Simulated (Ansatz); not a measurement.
The reference is HfN in the rock salt structure (space group Fm-3m, No. 225; a = 4.5016 Å).

Structures relaxed with plane-wave PAW DFT at the PBEsol level (Ansatz, a first-principles code, 420 eV), no spin-orbit coupling.

Base:

Simulated powder pattern, Cu Kα1, λ = 1.54056 Å (kinematic, ideal powder, no thermal factors, no anomalous dispersion; the 10 strongest lines at most, above 2 %, up to 2θ = 90°):

| 2θ (°) | I/Imax (%) | hkl |
|---|---|---|
| 34.48 | 100 | (111) |
| 40.02 | 68 | (200) |
| 57.89 | 46 | (220) |
| 69.15 | 44 | (311) |
| 72.70 | 16 | (222) |
| 86.38 | 7.7 | (400) |

The change: full substitution N → C, then cell and atoms are relaxed.

Q: Predict the new powder pattern.

A: 
Simulated powder pattern, Cu Kα1, λ = 1.54056 Å (kinematic, ideal powder, no thermal factors, no anomalous dispersion; the 10 strongest lines at most, above 2 %, up to 2θ = 90°):

```
2θ (°)  d (Å)  I/Imax (%)    hkl
------  -----  ----------  -----
33.67   2.660         100  (111)
39.07   2.304          64  (200)
56.44   1.629          44  (220)
67.35   1.389          44  (311)
70.78   1.330          15  (222)
83.94   1.152         7.3  (400)
```

The indices refer to each structure's own conventional cell; one index is shown for lines that coincide.

Stability against distortions was not tested. All final runs are without spin polarisation. An odd electron count without spin: HfN.
